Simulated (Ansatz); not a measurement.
System: NiI₂ (R-3m, No. 166). Method: r²SCAN in Ansatz (PAW).

Settings: plane-wave cutoff 500 eV, 12×12×12 k mesh, Fermi–Dirac smearing 0.05 eV, spin-polarised start, scalar-relativistic PAW data made under PBE.

Cell (relaxed at this level):

Space group R-3m, hexagonal axes (No. 166); a = b = 3.959 Å, c = 20.861 Å, α = β = 90.00°, γ = 120.00°

```
atom  site  symmetry       x       y       z
----  ----  --------  ------  ------  ------
Ni      3a       -3m  0.0000  0.0000  0.0000
I       6c        3m  0.0000  0.0000  0.2599
```
(The calculation used a cell of 3 atoms; values per cell refer to that cell.)

Problem. Give the computed band gap.

Solution. 
band gap: 1.07 eV (on the SCF k mesh)

Measured, for comparison: band gap 1.8 eV (100 K, zero-point motion not removed, photoconductivity gap, single crystal; the page drops the formulas, order Cl, Br, I taken from the sentence be; as tabulated in Ronda et al. (1987), doi:10.1103/physrevb.35.4038).

Note: the magnetic order was assumed, not searched for or taken from measurement; a magnet's gap depends somewhat on the PAW data; the cell comes from a level without a dispersion term, which matters for the spacing of layers, chains or molecules; the volume lies 10 % above that of the published cell; the cell has widely spaced layers and the level no dispersion term, so their spacing and the moduli can rest on weak binding.

Spin–orbit coupling is not included; with these elements it can move the gap by several tenths of an eV or more.

The computed numbers hold no vibrational or temperature effects.

Ansatz is a quantum-chemistry and plane-wave program.
